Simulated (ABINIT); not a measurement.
ABINIT is run on SnO2 (P4_2/nmc, 6 atoms in the cell), and the run fails. The aim is a self-consistent single point with DFT, PBE, plane waves, norm-conserving pseudopotentials (PseudoDojo nc-sr-05 PBE standard).

This input was run:

```
# SnO2, PseudoDojo nc-sr-05 PBE standard
pp_dirpath "./"
pseudos "Sn.upf, O.upf"
acell 3*1.0
rprim
         6.8210250283    0.0000000000    0.0000000000
         0.0000000000    6.8210250283    0.0000000000
         0.0000000000    0.0000000000    9.8146970296
natom 6
ntypat 2
znucl 50 8
typat 1 1 2 2 2 2
xcart
         0.0000000000    0.0000000000    0.0000000000
         1.8047655000    1.8047655000    2.5968570000
         0.0000000000    1.8047655000    1.0558820562
         0.0000000000    1.8047655000    3.6527390562
         1.8047655000    0.0000000000    1.5409749438
         1.8047655000    0.0000000000    4.1378319438
      Angstrom
ecut 42
occopt 6
tsmear 0.00367493
nband 34
kptopt 1
ngkpt 5 5 4
nshiftk 1
shiftk 0.5 0.5 0.5
nstep 2
tolvrs 1.0e-12
prtwf 0
prtden 0
prtvol 1
enunit 1
```

The program printed (abridged):

```
--- !BeginCycle
solver: {iscf: 7, nstep: 2, nline: 4, wfoptalg: 0, }
tolerances: {tolvrs: 1.00E-12, }
...

     iter   Etot(hartree)      deltaE(h)  residm     vres2
 ETOT  1  -223.13997156461    -2.231E+02 1.743E-01 1.125E+03
 ETOT  2  -223.45260099709    -3.126E-01 1.615E-02 9.840E+02

 Cartesian components of stress tensor (hartree/bohr^3)
  sigma(1 1)=  4.16870771E-03  sigma(3 2)=  0.00000000E+00
  sigma(2 2)=  4.16870771E-03  sigma(3 1)=  0.00000000E+00
  sigma(3 3)=  3.97999511E-03  sigma(2 1)=  0.00000000E+00
 scprqt:  WARNING -
  nstep=    2 was not enough SCF cycles to converge;
  potential residual=  9.840E+02 exceeds tolvrs=  1.000E-12

 ----iterations are completed or convergence reached----

 reduced coordinates (array xred) for    6 atoms
       0.000000001094      0.000000001094      0.000000001094
   [... lines left out ...]
 Fermi (or HOMO) energy (eV) =   5.38023   Average Vxc (eV)= -12.30275
   [... lines left out ...]

--- !EnergyTerms
kinetic             :  1.33905065450049E+02
hartree             :  4.08369924865003E+01
xc                  : -6.01906727971854E+01
Ewald energy        : -1.61997007823734E+02
psp_core            :  1.53914746359797E+01
local_psp           : -1.03900287358217E+02
non_local_psp       : -8.74981917429163E+01
internal            : -2.23452627149524E+02
'-kT*entropy'       :  2.61524329314831E-05
total_energy        : -2.23452600997091E+02
total_energy_eV     : -6.08045450024727E+03
band_energy         : -1.46003760631523E+01
...

-Cartesian components of stress tensor (GPa)         [Pressure= -1.2080E+02 GPa]
- sigma(1 1)=  1.22647594E+02  sigma(3 2)=  0.00000000E+00
- sigma(2 2)=  1.22647594E+02  sigma(3 1)=  0.00000000E+00
- sigma(3 3)=  1.17095479E+02  sigma(2 1)=  0.00000000E+00

 Calculation completed.
```

Q: Find the mistake and give the fix.

A: The fault is an iteration limit that is too low. The loop is cut before its threshold is met, so whatever is printed at the end is not self-consistent. To fix it, raise the limit, or leave it to the default. The run ended unconverged after 2 iterations.

An input that runs soundly differs in these lines (not the only fix; some lines may just follow from the change or write a value another way):
```diff
-nstep 2
+nstep 80
```

With that input, the run converged in 12 iterations: free energy E − TS -6090.42 eV; top of the valence band (on the code's own zero) 2.80 eV; gap on the k-point mesh 1.99 eV; pressure 3.54 GPa; largest force (vector length) 0.329 eV/Å (DFT, PBE, plane waves, norm-conserving pseudopotentials (PseudoDojo nc-sr-05 PBE standard)).

On the sound input: the starting cell was generated: these elements placed on a structure prototype, without a prior relaxation; it need not be a known phase or ordering of this composition. With a pressure of about 4 GPa the cell is away from its equilibrium volume at this level. The shifted mesh does not hold Γ, so a gap read on it misses any band edge there.
